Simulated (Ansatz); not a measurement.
Input:

```
AlP
1.0
    3.85085     0.00000     0.00000
   -1.92543     3.33494     0.00000
    0.00000     0.00000     8.69026
Al P
3 3
Direct
  0.00000   0.50000   0.33333
  0.50000   0.50000   0.66667
  0.50000   0.00000   0.00000
  0.00000   0.50000   0.83333
  0.50000   0.50000   0.16667
  0.50000   0.00000   0.50000
```

No spin polarisation.

Electron doping at 2.0×10^21 cm⁻³ (0.223 per cell), with a uniform compensating background at fixed cell and a 300 K Fermi–Dirac width.

The values are results of Ansatz (an electronic-structure program), PBE, PAW, cutoff 420 eV, spin-orbit coupling left out, not measurements. k-mesh 14×14×6 (Γ-centred); smearing 0.0259 eV (Fermi–Dirac).

Task: What Fermi level relative to the doped band's edge (positive inside the band; to 0.05 eV) does the calculation give?

Result: +0.45 eV.

Task: What gap between the host's bands does the calculation give?

Result: 0.94 eV.

Task: What is the computed gap character?

Result: Indirect, Γ → M.

Charged cell with a jellium background: band edges are those of the host's band count, energies are not comparable with the neutral cell, and many-body gap narrowing is missing. Stability against distortions was not tested. The cell was made from AlP (space group P6_422, No. 181; a hypothetical phase, not in the database extracts checked) by this change: electrons 2.0×10^21 cm⁻³.
